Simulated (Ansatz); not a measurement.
Start from CdS in the zinc blende structure (space group F-43m, No. 216; a = 5.927 Å).

Computed with PBE, PAW, 420 eV (Ansatz, a program for electronic structure; no spin-orbit coupling).

Base values:

- Shortest interatomic distance: 2.566 Å
- Band gap: 1.04 eV

Perturbation: cell and atoms relaxed at a pressure of 22.5 GPa.

**Question.** Estimate the effect on the shortest interatomic distance and band gap.

**Answer.** The shortest interatomic distance shrinks by 0.199 Å, from 2.566 Å to 2.367 Å; the band gap rises by 0.48 eV, from 1.04 eV to 1.52 eV.

Load acts through the strain it causes; cell and atoms are relaxed under it. No phonon test of stability was made. Tetrahedral semiconductors of this kind turn to denser phases somewhere between about 1 and 50 GPa; those were not computed, so compressed cells here can lie past the real transition.
